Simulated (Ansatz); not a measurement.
**Pressure series in CdTe**

Take CdTe in the zinc blende structure (space group F-43m, No. 216) as the base.

```yaml
crystal:
  lattice:
    - [0.00000, 3.27903, 3.27903]
    - [3.27903, 0.00000, 3.27903]
    - [3.27903, 3.27903, 0.00000]
  atoms:
    - { symbol: Te, position: [0.75000, 0.75000, 0.75000] }
    - { symbol: Cd, position: [0.00000, 0.00000, 0.00000] }
```

Cell and atoms are relaxed at each pressure.

Level of theory: Kohn–Sham DFT with the r2SCAN functional, run in Ansatz (an electronic-structure program) with PAW and 500 eV plane waves, spin-orbit coupling left out, earlier PAW set.

Candidates:
(a) pressure 2.1 GPa
(b) pressure −2 GPa
(c) pressure 0.9 GPa
(d) pressure 4.5 GPa

For the base:

```
Quantity    Value
--------  -------
Band gap  1.16 eV
```

Q: Order them by band gap, lowest first.

A: (b) pressure −2 GPa (0.98 eV), (c) pressure 0.9 GPa (1.23 eV), (a) pressure 2.1 GPa (1.31 eV), (d) pressure 4.5 GPa (1.45 eV)

Spin-orbit coupling, missing from the scalar runs, can matter with Te. Load acts through the strain it causes; cell and atoms are relaxed under it. No phonon test of stability was made. Measured, CdTe leaves this structure (for cinnabar) near 3.53 GPa (temperature not stated; as listed in Datta, Sujoy, Jana, Debnarayan, arXiv (2020)), on rising pressure, with hysteresis.
